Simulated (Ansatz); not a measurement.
For TiTe2 (model structure, started from the fluorite type, Fm-3m, No. 225, 3 atoms in the cell), PBE (Ansatz, a quantum-chemistry and plane-wave program, plane waves, PAW) gives:

| Item | Result |
|---|---|
| lattice constant a | 6.886 Å |
| formation enthalpy | -0.309 eV/atom |

### Question
What does PBE-D3(BJ) in Ansatz (PAW) give for the same quantities?

### Answer

- lattice constant a: 6.778 Å (drops by 1.6 %)
- formation enthalpy: -0.300 eV/atom (moves by +0.009 eV/atom)

Changes are worked out from the printed values.

Unless a cell is named, each level is at its own relaxed cell (PBE 27.21, PBE-D3(BJ) 25.94 Å³/atom).

Levels without +SOC leave out spin–orbit coupling, which shifts energies and cells of such heavy elements.

Ansatz's density-functional and Hartree–Fock values are scalar-relativistic unless marked +SOC, with PAW data made under PBE.

A model structure was made by putting elements into a prototype or built by hand; it is no filed structure, need not be a known phase, and can be a saddle point held by its symmetry.
